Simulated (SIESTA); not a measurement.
Band structure of YZn₅ (P6/mmm, 6 atoms in the cell).

```yaml
crystal:
  lattice:
    - [5.33374, 0.00000, 0.00000]
    - [-2.66687, 4.61915, 0.00000]
    - [0.00000, 0.00000, 4.24268]
  atoms:
    - { symbol: Y, position: [0.00000, 0.00000, 0.00000] }
    - { symbol: Zn, position: [0.00000, 0.50000, 0.50000] }
    - { symbol: Zn, position: [0.50000, 0.00000, 0.50000] }
    - { symbol: Zn, position: [0.50000, 0.50000, 0.50000] }
    - { symbol: Zn, position: [0.33333, 0.66667, 0.00000] }
    - { symbol: Zn, position: [0.66667, 0.33333, 0.00000] }
```

Computed with SIESTA with LDA PW92, numerical atomic orbitals DZP, PseudoDojo LDA standard norm-conserving potentials (rewritten from UPF to PSML).

Settings: XC.functional = LDA; XC.authors = PW92; potentials = PseudoDojo LDA standard; PAO.BasisSize = DZP; PAO.EnergyShift = 0.01 Ry; MeshCutoff = 400 Ry; kgrid.MonkhorstPack = 6 6 6; OccupationFunction = FD; ElectronicTemperature = 0.136 eV; MaxSCFIterations = 150; SCF.Mixer.Method = Broyden; SCF.Mixer.Weight = 0.25; SCF.Mixer.History = 8; SCF.DM.Tolerance = 1.0E-05.

The starting cell comes from a database of computed structures (which also holds hypothetical and non-ambient phases and stackings), without a prior relaxation at this level. Its lattice was rescaled by a random factor within 2.5 % of one. Values carry the incompleteness of an atom-centred basis.

Levels in eV from the Fermi level, bands 52 to 57:
| point | 52 | 53 | 54 | 55 | 56 | 57 |
|---|---|---|---|---|---|---|
| Γ | -2.65 | -2.65 | -1.43 | -0.61 | -0.34 | -0.34 |
| M | -3.06 | -2.68 | -0.82 | 0.43 | 0.70 | 1.61 |
| K | -4.89 | -0.08 | -0.08 | 0.04 | 0.04 | 0.10 |
| A | -2.51 | -1.83 | -1.83 | -0.84 | -0.84 | 0.19 |
| L | -5.12 | -4.59 | -1.67 | -0.98 | -0.70 | 0.37 |
| H | -4.71 | -4.71 | -2.38 | -2.36 | 1.30 | 1.30 |

Bands cross the Fermi level along this path, so the cell is metallic at this level.

Higher empty bands are left out: an atom-centred basis made for the valence describes them poorly.
